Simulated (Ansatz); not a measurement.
**Response to strain in Mg2Sn**

Take Mg2Sn (space group Fm-3m, No. 225; a = 6.747 Å; relaxed with 0.1 eV smearing) as the base. Axes: x, y, z lie along the cube axes.

Strains are applied to the cell and any free atomic positions relax; under biaxial strain the out-of-plane vector relaxes too; under stress the whole cell relaxes.

Method: PBEsol, PAW, 420 eV (Ansatz, an electronic-structure program; no spin-orbit coupling).

Notes on the quantities. in-plane stress: mean in-plane stress (compression positive).

```tsv
variant	in-plane stress	volume per atom
base	–	25.60 Å³
biaxial strain −3.56 %, plane normal [001], relaxed out of plane	+3.4 GPa	24.43 Å³
biaxial strain −1.11 %, plane normal [001], relaxed out of plane	+1.0 GPa	25.23 Å³
biaxial strain +0.79 %, plane normal [001], relaxed out of plane	-0.6 GPa	25.85 Å³
biaxial strain −0.53 %, plane normal [111], relaxed out of plane	+0.5 GPa	25.40 Å³
biaxial strain +2.64 %, plane normal [111], relaxed out of plane	?	26.59 Å³
biaxial strain +3.52 %, plane normal [111], relaxed out of plane	-2.9 GPa	26.93 Å³
biaxial strain +4.98 %, plane normal [111], relaxed out of plane	-3.8 GPa	?
uniaxial strain ε_zz = −0.19 %	–	25.55 Å³
uniaxial stress, 3 GPa tension along z	–	26.25 Å³
```

Question: Some entries are withheld; estimate them.

Answer: 
- biaxial strain +2.64 %, plane normal [111], relaxed out of plane, in-plane stress: -2.2 GPa
- biaxial strain +4.98 %, plane normal [111], relaxed out of plane, volume per atom: 27.50 Å³

Beyond what the load breaks, stability against distortions was not tested.
